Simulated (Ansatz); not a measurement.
The reference is CaO in the rock salt structure (space group Fm-3m, No. 225; a = 4.767 Å).

The values are results of DFT with PBEsol, PAW potentials and a 420 eV plane-wave cutoff in Ansatz (an electronic-structure program), scalar-relativistic without spin-orbit coupling, not measurements.

One change was made to it. Results:

```csv
quantity,base,after
band gap,3.54 eV,3.20 eV
lattice parameter a,4.767 Å,5.123 Å
```

### Question
Name the change that was made.
A) O → F
B) Ca → Sr
C) O → S

### Answer
B, Ca → Sr. For comparison, the band gap in the other runs: O → F gives zero; O → S gives 2.16 eV.

Stability against distortions was not tested. As relaxed here, CaF is a hypothetical phase, not in the database extracts checked. All final runs are without spin polarisation. An odd electron count without spin: CaF.
